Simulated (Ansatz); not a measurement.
Defect: interstitial H in bixbyite In2O3 with all lengths changed by -1 %, charge state +1. The step: a concerted move, in which H travels most; the atom moves 2.19 Å along (-0.04, -0.12, -0.17) of the unit cell; the moving atom starts with neighbours O at 1.00, O at 1.76 Å and ends with O at 1.00, O at 2.02, O at 2.04 Å. DFT values are from Ansatz (plane-wave PAW, 420 eV unless said) in a cell of 80 host sites, spin-restricted, static, with no finite-size correction. The charge state is imposed; whether it is stable for some Fermi level was not computed. Sites that were not tried may lie lower. For the PBE band: the saddle point's order was not checked.

```
Level                                                              Forward barrier (eV)  Cost of the band or of the saddle's single point
-----------------------------------------------------------------  --------------------  ------------------------------------------------
CHGNet universal potential (has no charge state), its own band                     0.50                                                 -
PBE, one k-point at (0.250, 0.250, 0.250), band relaxed                            0.64                    around 21 core-minutes (rough)
PBE, a 2×2×2 k-point mesh shifted by half a step, same geometries                  0.64                     very roughly 2.9 core-minutes
```

Ansatz is a quantum-chemistry and plane-wave program.
